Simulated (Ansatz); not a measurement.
# What strain tensor (xx, yy, zz, yz, xz, xy) = (+0.76, −1.21, +0.24, −0.26, +0.45, −0.51) % does to hypothetical diamond Zr

Start from Zr in the diamond structure (space group Fd-3m, No. 227; a = 6.142 Å; a hypothetical phase, not in the database extracts checked; relaxed with 0.1 eV smearing). Axes: x, y, z lie along the cube axes.

Modification: the symmetric strain tensor [0.0076 -0.0051 0.0044; -0.0051 -0.0121 -0.0026; 0.0044 -0.0026 0.0024], atoms relaxed at fixed cell.

The values are results of Ansatz (a quantum-chemistry and plane-wave program) PBEsol, no spin-orbit coupling, not measurements. Settings: 16×16×16 k-points, 0.1 eV Fermi–Dirac smearing.

* **Volume per atom**: 28.90 Å³ (base 28.97 Å³)
* **Space group**: P-1 (No. 2) (base Fd-3m (No. 227))
* **Shortest interatomic distance**: 2.315 Å (base 2.660 Å)
* **Energy relative to the base (free energy F)**: -95 meV/atom
* **Pressure (mean of the normal stresses, compression positive)**: 1.6 GPa (base 0.0 GPa)
* **Band gap**: zero (base zero)
* **Largest internal atomic displacement**: 0.227 Å
* **Stress (xx, yy, zz, yz, xz, xy; compression positive)**: (4.4, 0.0, 0.6, -2.2, 8.8, -8.9) GPa

Final structure:

```
Zr
1.0
   -0.00200     3.02594     3.07048
    3.10810    -0.02365     3.09213
    3.07877     3.01827     0.00568
Zr
2
Direct
  0.24822   0.30344   0.19881
  0.00178   0.94656   0.05119
```

Whether these cells are dynamically stable was not tested. All final runs are without spin polarisation. Under strain tensor (xx, yy, zz, yz, xz, xy) = (+0.76, −1.21, +0.24, −0.26, +0.45, −0.51) % the cell ends below the base's energy or with stress of the wrong sign: the atoms slid into a distortion or the cell is elastically unstable, so the base is not a stable minimum at this level. Zr has a high density of states at the Fermi level and may be magnetic at this level.
